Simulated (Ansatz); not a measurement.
Start from TiS2 in the CdI2 type structure (space group P-3m1, No. 164; a = 3.361 Å, c = 5.522 Å; layered, stacked along the Cartesian z axis).

Computed with Ansatz (a first-principles code), PBE-D3(BJ), PAW, cutoff 420 eV, spin-orbit coupling left out.

One change was made to it. Results:

```json
[
 {"quantity": "shortest interatomic distance", "base": "2.409 Å", "after": "2.383 Å"},
 {"quantity": "density", "base": "3.44 g/cm³", "after": "3.76 g/cm³"}
]
```

### Question
Which change produced these results?
(A) pressure 1.5 GPa
(B) pressure 5 GPa
(C) pressure 10 GPa
(D) pressure −2 GPa
(E) pressure −1 GPa

### Answer
B, pressure 5 GPa. For comparison, the shortest interatomic distance in the other runs: pressure 1.5 GPa gives 2.401 Å; pressure −1 GPa gives 2.415 Å; pressure 10 GPa gives 2.362 Å; pressure −2 GPa gives 2.422 Å.

Load acts through the strain it causes; cell and atoms are relaxed under it. No phonon test of stability was made. No other phases were tried under pressure. The base started in P3m1 and relaxed to P-3m1 at this level. All final runs are without spin polarisation.
